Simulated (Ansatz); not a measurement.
CaF2 under a change: isotropic strain −5.15 %

Start from CaF$_{2}$ in the fluorite structure (space group Fm-3m, No. 225; a = 5.511 Å).

One thing is altered: every lattice vector is shortened by 5.15 %; the atoms relax in the strained cell.

The values are results of Kohn–Sham DFT with the PBE functional, run in Ansatz (a first-principles code) with PAW and 420 eV plane waves, no SOC, not measurements. Γ-centred 10×10×10 mesh, Fermi–Dirac width 0.05 eV.

The volume per atom falls by 2.05 Å³ to 11.90 Å³ and the shortest interatomic distance shrinks by 12.3 pm, from 238.6 pm to 226.3 pm. The energy goes up by 97 meV/atom and the pressure goes from zero to 17.54 GPa. The band gap increases by 0.99 eV to 8.13 eV and the gap character stays indirect, X → Γ. The smallest direct gap grows by 1.01 eV to 8.40 eV and the width of the top valence band rises by 0.10 eV, from 0.82 eV to 0.92 eV. The electron mass changes from 0.55 mₑ (at Γ) to 0.56 mₑ (at Γ) and the valley order (the lowest conduction-band minima on the path, energy above the VBM, named in the base's zone) becomes Γ 8.13 eV; X along ⟨100⟩ 8.49 eV (base: Γ 7.14 eV; X along ⟨100⟩ 8.05 eV).

Masses are band curvatures over ±0.01 Å⁻¹ around the edge. Stability against distortions was not tested.
